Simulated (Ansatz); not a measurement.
Fermi-surface figures of metals: compounds that share space group P6_3/mmc and stoichiometry, PBEsol with spin-orbit coupling, rigid bands run with Ansatz (a quantum-chemistry and plane-wave program); geometry: cell and atoms relaxed with PBEsol.

| Compound | volume per atom (Å³) | density of states at the Fermi level per atom | Drude plasma energy | root-mean-square Fermi velocity |
|---|---|---|---|---|
| Ru | 13.3 | 0.78 states/eV | 8.8 eV | 7.1 ×10⁵ m/s |
| Zr | 22.5 | 0.98 states/eV | (withheld) | 3.9 ×10⁵ m/s |
| Cd | 21.2 | 0.23 states/eV | 8.0 eV | 15.2 ×10⁵ m/s |
| Os | 13.9 | 0.60 states/eV | 8.1 eV | (withheld) |
| Hf | 21.6 | (withheld) | 4.1 eV | (withheld) |

### Question
Fill in the missing entries.

### Answer

- Zr, Drude plasma energy: 4.1 eV
- Os, root-mean-square Fermi velocity: 7.7 ×10⁵ m/s
- Hf, density of states at the Fermi level per atom: 0.74 states/eV
- Hf, root-mean-square Fermi velocity: 4.3 ×10⁵ m/s

Metals at this level; values at 300 K, both spins, means over directions. As a rough test of the mesh, the Fermi surface's area from every second k point differs by up to 11 %.
